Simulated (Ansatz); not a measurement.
Consider HgS (space group P3_221, No. 154; a = 4.467 Å, c = 9.759 Å; made of chains). Axes: x lies along a and z along c of the hexagonal cell.

Method: PBE (Ansatz, a program for electronic structure, PAW, no spin-orbit coupling), earlier PAW set.

For the base:

| Quantity | Value |
|---|---|
| Pressure | 0.00 GPa |
| Band gap | 1.83 eV |
| Gap character | indirect, Γ–A (67 % along) → Γ |
| Shortest interatomic distance | 2.373 Å |

Modification: biaxial strain −1.69 %, plane normal [001], relaxed out of plane (Cartesian); in-plane vectors clamped, the third vector and the atoms free.

**Question.** Estimate the effect on the pressure.

**Answer.** The pressure (mean of the normal stresses, compression positive) goes from zero to 0.18 GPa.

**Question.** What does the calculation give for the band gap after the change?

**Answer.** The band gap shrinks by 0.10 eV to 1.73 eV.

**Question.** Predict the new gap character.

**Answer.** The gap character remains indirect, Γ–A (67 % along) → Γ.

**Question.** Predict the new shortest interatomic distance.

**Answer.** The shortest interatomic distance rises by 0.004 Å (2.373 Å → 2.377 Å).

Spin-orbit coupling, missing from the scalar runs, can matter with Hg. No phonon test of stability was made. No dispersion term is included, though the crystal is made of layers, chains or molecules, so its spacings can come out too wide.
